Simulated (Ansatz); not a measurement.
Cost and result by functional for the surface energy of the (210) surface of fcc Ca in its 1x1 cell, outermost plane spacing 1.24 Å in the ideal cut, in Ansatz (plane waves, PAW). Single points on the PBE structure, on one kind of machine; costs are rough ratios of the slab run's core time (references not counted) to the cheapest single point. r2SCAN's cost holds its higher cutoff (500 against 420 eV). Differences are taken against r2SCAN for comparison alone: no measured value is at hand, so the table doesn't rank accuracy.

Model: 9-atom slab, 9.9 Å thick at the start (thin: gaps and levels are the slab's own), 8x6x1 mesh, Fermi-Dirac 0.1 eV, dipole correction, all atoms relaxed; held to the part of the start's symmetry that mesh and held atoms allow; no spin, no spin-orbit, no U. These notes are the PBE run's.

```
functional                     relative cost  surface energy (J/m²)  less r2SCAN (J/m²)
-----------------------------  -------------  ---------------------  ------------------
RPBE                                       1                   0.51               -0.09
PBEsol                                     1                   0.60               -0.01
LDA                                        1                   0.61                0.01
r2SCAN                                     2                   0.61                0.00
PBE (the relaxed run's value)              –                   0.56               -0.05
```

The values span 0.10 J/m², while the single points' costs differ by a factor of roughly 2. Differences are of unrounded values.

Ansatz is a program for electronic structure.
